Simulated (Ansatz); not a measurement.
# Effect of biaxial strain +0.50 %, plane normal [001], relaxed out of plane on Y

Base system: Y in the hcp (Mg type) structure (space group P6_3/mmc, No. 194; a = 3.5943 Å, c = 5.6099 Å; relaxed with 0.1 eV smearing). Axes: x lies along a and z along c of the hexagonal cell.

Perturbation: tensile biaxial strain of 0.50 % in the plane normal to [001], as in epitaxy on a mismatched substrate; the out-of-plane cell vector and the atoms relax.

Calculations: PBEsol/PAW in Ansatz (a first-principles code), scalar-relativistic without spin-orbit coupling. Γ-centred 19×19×11 mesh, Fermi–Dirac width 0.1 eV, for the changed cell.

```tsv
quantity	base	changed	shift
volume per atom	31.38 Å³	31.61 Å³	+0.23 Å³
space group	P6_3/mmc (No. 194)	P6_3/mmc (No. 194)	–
shortest interatomic distance	3.489 Å	3.489 Å	0.000 Å
pressure (mean of the normal stresses, compression positive)	0.0 GPa	-0.3 GPa	-0.3 GPa
band gap	zero	zero	–
out-of-plane strain	–	-0.28 %	–
mean in-plane stress (compression positive)	–	-0.4 GPa	–
```

Whether these cells are dynamically stable was not tested. All final runs are without spin polarisation.
